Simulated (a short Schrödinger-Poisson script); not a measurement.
Structure: MOS inversion layer, Si3N4 on p-type Si(100), at 300 K.

From the gate side: 3.1 nm Si3N4; 1600 nm Si, acceptors 7.2e16 cm⁻³.

The device is made up for the run: typed textbook-type constants, with dimensions and the other settings drawn at random. Si3N4: permittivity 7.5, conduction-band edge (eV) 1.95, gap (eV) 5.1, electron mass (mₑ) 0.5. Si: permittivity 11.7, conduction-band edge (eV) 0, gap (eV) 1.124, Nv at 300 K (cm⁻³) 3.1e19.

Channel valleys (confinement mass, in-plane density-of-states mass, number): Δ2 0.916, 0.19, 2; Δ4 0.19, 0.417, 4. At the gate the conduction-band edge of layer 1 lies 2.49 eV − eVg above the Fermi level of the channel; the field vanishes at the back. Gaps are held at their typed values at every temperature. Mesh 0.03 nm at interfaces.

Solved with a short Schrödinger-Poisson script written for these runs: 1D Poisson equation in equilibrium, electrons quantum, Hartree (BenDaniel-Duke, 12 states a valley, the channel's in-plane mass for all, wave functions free to enter the dielectric), parabolic valleys, classical holes, full ionisation, no traps, pinning or gate leakage.

| Vg (V) | electrons (cm⁻²) | C (μF/cm²) | Δ2 E0 (meV from the Fermi level) | Δ4 E0 (meV from the Fermi level) |
|---|---|---|---|---|
| 0.4 | 1.07e9 | 0.0921 | 244.8 | 269.8 |
| 0.45 | 6.37e9 | 0.118 | 198.2 | 223.7 |
| 0.5 | 3.47e10 | 0.250 | 153.7 | 179.9 |
| 0.55 | 1.41e11 | 0.581 | 116.5 | 143.8 |
| 0.6 | 3.65e11 | 0.921 | 90.2 | 119.2 |
| 0.65 | 6.83e11 | 1.14 | 72.2 | 103.3 |
| 0.7 | 1.06e12 | 1.28 | 58.9 | 92.3 |
| 0.75 | 1.47e12 | 1.38 | 48.5 | 84.1 |
| 0.8 | 1.91e12 | 1.44 | 39.9 | 77.7 |
| 0.85 | 2.37e12 | 1.50 | 32.6 | 72.4 |
| 0.9 | 2.84e12 | 1.54 | 26.2 | 68.0 |
| 0.95 | 3.33e12 | 1.57 | 20.5 | 64.2 |
| 1 | 3.82e12 | 1.60 | 15.3 | 60.8 |
| 1.05 | 4.32e12 | 1.62 | 10.6 | 57.8 |
| 1.1 | 4.83e12 | 1.64 | 6.2 | 55.0 |
| 1.15 | 5.35e12 | 1.66 | 2.1 | 52.5 |
| 1.2 | 5.87e12 | 1.68 | -1.7 | 50.2 |
| 1.25 | 6.40e12 | 1.69 | -5.4 | 48.0 |
| 1.3 | 6.93e12 | 1.71 | -8.9 | 45.9 |

Gate voltages with under 1e9 electrons/cm² are left out.

Question: At Vg = 1.3 V the lowest Δ2 subband lies at -8.9 meV from the Fermi level. How many electrons does it hold, and what share of all?

Answer: The two-dimensional density of states is g m/(πħ²) = 1.59e11 cm⁻² meV⁻¹ (both spins), kT = 25.9 meV, so n = D kT ln(1 + exp(−E/kT)) = 3.61e12 cm⁻², 0.52 of the 6.93e12 cm⁻² in all.

Question: Compare the slope of the sheet density between 1.2 and 1.3 V with the geometric capacitance of the layers between gate and channel.

Answer: q Δn/ΔV = 1.70 μF/cm²; ε0/Σ(t/ε) = 2.14 μF/cm². The ratio is 0.79: the channel acts as a further capacitance in series.
